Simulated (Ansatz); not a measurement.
An Ansatz (a first-principles code) run: Sc with a change (uniaxial strain ε_zz = −1.00 %); Ansatz, PBE, PAW, cutoff 420 eV, no SOC.

Input:

Ansatz 0.2 input:
```yaml
crystal:
  lattice:
    - [3.3179438028, 0, 0]
    - [-1.6589719014, 2.8734236216, 0]
    - [0, 0, 5.1341377267]
  atoms:
    - { symbol: Sc, position: [0.6666666667, 0.3333333333, 0.75] }
    - { symbol: Sc, position: [0.3333333333, 0.6666666667, 0.25] }
basis: { ecutwfc: 420, ecutrho_ratio: 4, xc_grid: 2, fft_grid_basis: typed }
kpoints: { mp_grid: { grid: [20, 20, 11] } }
hamiltonian:
  xc: pbe
  dispersion: none
  pseudopotentials: { kind: paw }
scf: { occupations: { method: fermi_dirac, width: 0.1 }, convergence: { dr2_threshold: 0.0000000002 } }
relax: { f_tol: 0.005, max_steps: 50 }
output: { forces: true, stress: true }
checkpoint: { write: state.ck, write_every: 1000 }
```

Output:

```
Relaxation: its limit of steps is 50 (relax.max_steps)
WARN ansatz: RAYON_NUM_THREADS=1 ignored (pool sized by the plan → 1); use --threads N
Pseudopotentials: kind: paw
Pseudopotential: Sc, paw, valence charge 11
Functional definition: PBE
Crystal: 2 atoms, lattice volume = 48.948 Å³
Basis set: ecut = 420 eV, 965 PW (Γ), exchange–correlation on 48×48×72 points (8 copies of the dense FFT grid, shifted against one another)
Bands: 15, of which v1, the nominal top of the filled ones, is band 11 counted from 1 (10 counted from 0)
Symmetry: 24 space group operations
Space group: P63/mmc (ITA 194), of the structure as read, at distance tolerance 3.7e-5 Å
k-points: 264 of 4400
Initial density: superposition of atomic densities (neutral atoms: chi_scale 0, normalization atom), corrected by the library's trained network
Initial wavefunctions: pseudopotential atomic-orbital guess
Eigensolver: davidson
Functional: x = pbe(κ = 0.804, μ = 0.2195149727645171), c = pbe(β = 0.06672455060314922)
SCF iter   1: F=—  HF=-4271.682582 eV  |F-HF|=—  |Δ(HF+E_count)|=         —  Δρ=1.93e-3  dr2=1.72e-3  ethr=1.77e-3  ⟨swp⟩=3.1  Hψ=16207  notcnv=0
all-band conjugate gradients solve this SCF's bands
preconditioner: auto → none
SCF iter   2: F=—  HF=-4271.681905 eV  |F-HF|=—  |Δ(HF+E_count)|=   6.77e-4  Δρ=1.20e-3  dr2=7.53e-4  ethr=7.82e-6  ⟨swp⟩=1.1  Hψ=6275  notcnv=0
SCF iter   3: F=—  HF=-4271.681941 eV  |F-HF|=—  |Δ(HF+E_count)|=   3.57e-5  Δρ=1.34e-4  dr2=7.47e-6  ethr=3.42e-6  ⟨swp⟩=2.0  Hψ=4762  notcnv=0
SCF iter   4: F=—  HF=-4271.681894 eV  |F-HF|=—  |Δ(HF+E_count)|=   4.66e-5  Δρ=2.94e-5  dr2=3.06e-7  ethr=3.40e-8  ⟨swp⟩=2.1  Hψ=6744  notcnv=0
SCF iter   5: F=—  HF=-4271.681895 eV  |F-HF|=—  |Δ(HF+E_count)|=   3.89e-7  Δρ=5.69e-6  dr2=5.90e-9  ethr=1.39e-9  ⟨swp⟩=2.2  Hψ=6587  notcnv=0
SCF iter   6: F=—  HF=-4271.681895 eV  |F-HF|=—  |Δ(HF+E_count)|=   4.84e-9  Δρ=9.01e-7  dr2=2.55e-10  ethr=2.68e-11  ⟨swp⟩=2.2  Hψ=6919  notcnv=0
SCF iter   7: F=-4271.681895 eV  HF=-4271.681895 eV  |F-HF|=9.09e-13  |Δ(HF+E_count)|=  1.07e-10  Δρ=6.76e-8  dr2=1.05e-12  ethr=1.00e-12  ⟨swp⟩=3.2  Hψ=11191  notcnv=0
SCF 1 converged in 7 iterations: F = -4271.681895 eV  dr2 = 1.05e-12
relax step   1: F+E_penalty+E_count = -4271.68189454 eV  Δ(F+E_penalty+E_count) = +0.000e0 eV  max|allowed force component| = 9.714e-17 eV/Å  Δτ_max = 0.0000 Å  (7 SCF iters, accepted)
the relaxation is at rest under the 24 symmetry operations that the run kept from its start: a minimum is not shown …
SCF converged after 7 iterations
Free energy (F): -4271.681895 eV
Harris-Foulkes:  -4271.681895 eV  (|F-HF|=9.09e-13)
Internal energy: -4271.558913 eV  (E = F + TS)
E sigma→0 (E₀):  -4271.620404 eV
Entropy (-TS):   -0.122982 eV (-61.491 meV/atom)
Fermi energy:    9.333618 eV
--- Per-component energies (eV) ---
  E_band       = -335.381553
  E_kinetic    = 520.866561
  E_local      = -1681.518562  (includes V_loc(G=0)·N_el)
  E_nonlocal   = 166.534224
  E_hartree    = 574.228361
  E_xc         = -208.153741
  E_vxc        = -257.616939  (∫ρ·V_xc dr)
  E_paw        = -1910.983437  (= ΣΔE_a)
  E_vpaw       = -232.103590  (= ΣTr[D̂ρ^β])
  E_aug_tail   = 0.000021  (compensation charges beyond the density's cutoff)
  E_ewald      = -1732.532340
  E_smearing   = -0.122982  (= −TS)
  E_closure    = 0.000000  (closes the sum)
  Σ components = -4271.681895   (vs F -4271.681895, Δ=0.00e0)
  [band-id]    e_kinetic+e_local+e_nonlocal+2·e_hartree+e_vxc+e_vpaw+e_augmentation_tail = -335.381563   (vs E_band -335.381553, Δ=-9.84e-6)
--- Forces (eV/Å), atoms counted from 1 ---
  atom   1  Sc     0.00000000     0.00000000     0.00000000
  atom   2  Sc    -0.00000000    -0.00000000     0.00000000
  max |Σ_I F_I| component: 9.25e-18 eV/Å
--- Stress (GPa, compression-positive) ---
        0.294751       0.000000       0.000000
       -0.000000       0.294751       0.000000
        0.000000       0.000000       1.010492
  P = ⅓ Tr σ = 0.5333 GPa (5.333 kbar)
  The stress holds the Pulay correction. Without it, at fixed plane waves, as pw.x and ABINIT print it: P = 0.5095 GPa
  The stress includes an estimate of the error left by incomplete SCF convergence (largest component 0.0000 GPa).
--- Band table ---
  band table: none
--- Relaxed structure (1 steps of the walk, 1 accepted, 0 SCFs on fresh bases) ---
  F+E_penalty+E_count = -4271.68189454 eV   max|allowed force component| = 9.714e-17 eV/Å
  atoms:
    - { symbol: Sc, position: [0.6666666666666665, 0.3333333333333333, 0.75] }
    - { symbol: Sc, position: [0.3333333333333333, 0.6666666666666666, 0.25] }
```

Whether these cells are dynamically stable was not tested. All final runs are without spin polarisation. The cell was made from Sc in the hcp (Mg type) structure (space group P6_3/mmc, No. 194) by this change: uniaxial strain ε_zz = −1.00 %.
